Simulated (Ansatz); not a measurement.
MoSi2, pressure series

Consider MoSi$_{2}$ (space group I4/mmm, No. 139; a = 3.190 Å, c = 7.821 Å).

Cell and atoms are relaxed at each pressure.

Level of theory: PBEsol/PAW in Ansatz (a quantum-chemistry and plane-wave program), spin-orbit coupling left out.

Notes on the quantities. enthalpy: H = E + PV relative to the base's energy.

```tsv
change	lattice parameter a	enthalpy
base	3.190 Å	–
pressure −2 GPa	3.201 Å	-0.17 eV/atom
pressure −1 GPa	3.195 Å	-0.08 eV/atom
pressure 0.9 GPa	3.186 Å	+0.07 eV/atom
pressure 2.1 GPa	3.180 Å	+0.17 eV/atom
pressure 4.5 GPa	3.168 Å	+0.37 eV/atom
pressure 9 GPa	3.148 Å	+0.73 eV/atom
pressure 15 GPa	3.123 Å	+1.20 eV/atom
pressure 22.5 GPa	?	+1.78 eV/atom
pressure 30 GPa	3.069 Å	+2.34 eV/atom
```

**Question.** Complete the table.

**Answer.** 
- pressure 22.5 GPa, lattice parameter a: 3.094 Å

Load acts through the strain it causes; cell and atoms are relaxed under it. Stability against distortions was not tested. Competing high-pressure phases were not computed. All final runs are without spin polarisation.
